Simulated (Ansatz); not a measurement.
Base system: TiO2 (space group Pbcn, No. 60; a = 4.5384 Å, b = 5.4951 Å, c = 4.8792 Å; a cell from a computed database, its experimental status unchecked). Axes: x, y, z lie along a, b, c of the conventional cell.

Calculations: PBEsol (Ansatz, an electronic-structure program), no spin-orbit coupling, earlier PAW set.

Base values:

| Item | Result |
|---|---|
| Volume per atom | 10.14 Å³ |

Perturbation: uniaxial stress, 3 GPa compression along x; all other stress components relax to zero.

What does the calculation give for the mean lateral Poisson ratio, energy relative to the base, secant Young's modulus along x and volume per atom after the change?

The mean lateral Poisson ratio comes out as 0.36; the energy goes up by 1.4 meV/atom; the secant Young's modulus along x comes out as 200 GPa; the volume per atom decreases by 0.04 Å³ to 10.10 Å³.

Load acts through the strain it causes; cell and atoms are relaxed under it. Beyond what the load breaks, stability against distortions was not tested. All final runs are without spin polarisation. This is not the structure that TiO2 has at room temperature and ambient pressure.
